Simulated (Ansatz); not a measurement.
Take Al$_{2}$O$_{3}$ in the corundum structure (space group R-3c, No. 167; a = 4.729 Å, c = 12.892 Å (hexagonal axes)) as the base.

The values are results of LDA (Ansatz, a quantum-chemistry and plane-wave program), no SOC, not measurements.

Strains are applied to the cell and any free atomic positions relax.

One change was made to it. Results:

The energy grows by 59 meV/atom; the band gap rises by 1.19 eV to 7.62 eV; the valence-band top at Γ (three highest levels, from the VBM) changes from 0.00, -0.04, -0.04 eV to 0.00, -0.08, -0.08 eV; the width of the top valence band rises by 0.13 eV (0.66 eV → 0.79 eV).

Task: Which of these changes matches the shifts?
A) isotropic strain −1.50 %
B) isotropic strain −3.00 %
C) isotropic strain −0.75 %
D) isotropic strain −2.25 %

Result: B, isotropic strain −3.00 %. For comparison, the band gap in the other runs: isotropic strain −2.25 % gives 7.31 eV; isotropic strain −1.50 % gives 7.01 eV; isotropic strain −0.75 % gives 6.72 eV.

Gaps are read on the SCF mesh and a high-symmetry path. No phonon test of stability was made.
